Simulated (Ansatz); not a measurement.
The parent structure is HfRu in the CsCl type structure (space group Pm-3m, No. 221; relaxed with 0.1 eV smearing).

```yaml
crystal:
  lattice:
    - [3.20876, 0.00000, 0.00000]
    - [0.00000, 3.20876, 0.00000]
    - [0.00000, 0.00000, 3.20876]
  atoms:
    - { symbol: Hf, position: [0.00000, 0.00000, 0.00000] }
    - { symbol: Ru, position: [0.50000, 0.50000, 0.50000] }
```

Cartesian axes are those of the cell as printed.

Level of theory: PBEsol (Ansatz, a first-principles code; PAW; 420 eV plane waves; no SOC).

Before the change:

* **Shortest interatomic distance**: 2.779 Å
* **Band gap**: zero
* **Pressure**: 0.0 GPa

The change: a pure shear with ε_xy = ε_yx = -0.0046; the atoms relax in the strained cell.

Task: Estimate the effect on the energy relative to the base, shortest interatomic distance, band gap and pressure.

Result: The energy goes up by 0.4 meV/atom; the shortest interatomic distance decreases by 0.009 Å (2.779 Å → 2.770 Å); the band gap stays zero; the pressure (mean of the normal stresses, compression positive) is still 0.0 GPa.

No phonon test of stability was made. The final runs are not spin-polarised.
